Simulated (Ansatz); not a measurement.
The reference is CdGeAs2 in the chalcopyrite structure (space group I-42d, No. 122; a = 6.0473 Å, c = 11.4897 Å). Axes: x, y, z lie along a, b, c of the conventional cell.

Computed with PBE, PAW, 420 eV (Ansatz, a quantum-chemistry and plane-wave program; scalar-relativistic without spin-orbit coupling).

Strains are applied to the cell and any free atomic positions relax; under biaxial strain the out-of-plane vector relaxes too.

One change was made to it. Results:

```tsv
quantity	base	after
volume per atom	26.26 Å³	26.15 Å³
pressure (mean of the normal stresses, compression positive)	-0.01 GPa	0.24 GPa
energy relative to the base (free energy F)	0 meV/atom	+0.3 meV/atom
```

Task: Which of these changes matches the shifts?
(A) biaxial strain −0.49 %, plane normal [001], relaxed out of plane
(B) biaxial strain −1.98 %, plane normal [001], relaxed out of plane
(C) biaxial strain −2.91 %, plane normal [001], relaxed out of plane

Result: A, biaxial strain −0.49 %, plane normal [001], relaxed out of plane. For comparison, the energy relative to the base in the other runs: biaxial strain −2.91 %, plane normal [001], relaxed out of plane gives +11 meV/atom; biaxial strain −1.98 %, plane normal [001], relaxed out of plane gives +4.8 meV/atom.

A case with no gap was solved on a k-mesh chosen for an insulator, which is coarse for it. Stability against distortions was not tested. The final runs are not spin-polarised.
